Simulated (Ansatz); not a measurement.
The parent structure is SnTe in the rock salt structure (space group Fm-3m, No. 225; a = 6.289 Å). Axes: x, y, z lie along the cube axes.

Method: Ansatz (a program for electronic structure) PBEsol, no spin-orbit coupling.

It is then changed as follows: compressive biaxial strain of 0.50 % in the plane normal to [001], as in epitaxy on a mismatched substrate; the out-of-plane cell vector and the atoms relax.

Problem. Predict the new out-of-plane strain.

Solution. The out-of-plane strain comes out as +0.01 %.

Problem. What happens to the in-plane stress?

Solution. The mean in-plane stress (compression positive) amounts to +0.7 GPa.

Problem. Predict the new energy relative to the base.

Solution. The energy goes up by 0.7 meV/atom.

Stability against distortions was not tested.
